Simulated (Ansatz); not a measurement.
## PtS2 (model structure, started from the anatase type, I4₁/amd, No. 141, 6 atoms in the cell): lattice parameter a by level of theory

No measured value is used here.

```json
[
 {"level (code)": "PBE (Ansatz)", "value (Å)": "?"},
 {"level (code)": "PBEsol (Ansatz)", "value (Å)": "4.653"},
 {"level (code)": "PBE-D3(BJ) (Ansatz)", "value (Å)": "4.699"}
]
```

Question: Some entries are withheld; supply them.

Answer: 
- PBE (Ansatz, a quantum-chemistry and plane-wave program), value (Å): 4.726

Density-functional levels without +SOC have no spin–orbit coupling. Ansatz's density-functional and Hartree–Fock values are scalar-relativistic unless marked +SOC, with PAW data made under PBE.

A model structure was made by putting elements into a prototype or built by hand; it is no filed structure, need not be a known phase, and can be a saddle point held by its symmetry.
